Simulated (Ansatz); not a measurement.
# GaP: response to strain

The reference is GaP in the zinc blende structure (space group F-43m, No. 216).

```yaml
crystal:
  lattice:
    - [0.00000, 2.71928, 2.71928]
    - [2.71928, 0.00000, 2.71928]
    - [2.71928, 2.71928, 0.00000]
  atoms:
    - { symbol: Ga, position: [0.00000, 0.00000, 0.00000] }
    - { symbol: P, position: [0.25000, 0.25000, 0.25000] }
```

Cartesian axes are those of the cell as printed.

Strains are applied to the cell and any free atomic positions relax; under biaxial strain the out-of-plane vector relaxes too.

Calculations: Ansatz (an electronic-structure program), PBEsol, PAW, cutoff 420 eV, no spin-orbit coupling.

| case | smallest direct gap | volume per atom | band gap |
|---|---|---|---|
| base | 1.80 eV | 20.11 Å³ | 1.45 eV |
| biaxial strain −3.00 %, plane normal [001], relaxed out of plane | 1.94 eV | 19.42 Å³ | 1.12 eV |
| biaxial strain −2.00 %, plane normal [001], relaxed out of plane | 1.90 eV | 19.65 Å³ | 1.23 eV |
| biaxial strain −1.50 %, plane normal [001], relaxed out of plane | ___ | ___ | ___ |
| biaxial strain −1.00 %, plane normal [001], relaxed out of plane | 1.85 eV | 19.88 Å³ | 1.34 eV |
| biaxial strain −0.50 %, plane normal [001], relaxed out of plane | 1.83 eV | 20.00 Å³ | 1.40 eV |
| biaxial strain +0.50 %, plane normal [001], relaxed out of plane | 1.72 eV | 20.22 Å³ | 1.38 eV |
| biaxial strain +1.00 %, plane normal [001], relaxed out of plane | 1.64 eV | 20.33 Å³ | 1.30 eV |
| biaxial strain +1.50 %, plane normal [001], relaxed out of plane | 1.56 eV | 20.44 Å³ | 1.22 eV |
| biaxial strain +2.00 %, plane normal [001], relaxed out of plane | 1.48 eV | 20.54 Å³ | 1.15 eV |

### Question
What belongs in the blanks?

### Answer

- biaxial strain −1.50 %, plane normal [001], relaxed out of plane, smallest direct gap: 1.88 eV
- biaxial strain −1.50 %, plane normal [001], relaxed out of plane, volume per atom: 19.77 Å³
- biaxial strain −1.50 %, plane normal [001], relaxed out of plane, band gap: 1.29 eV

Stability against distortions was not tested.
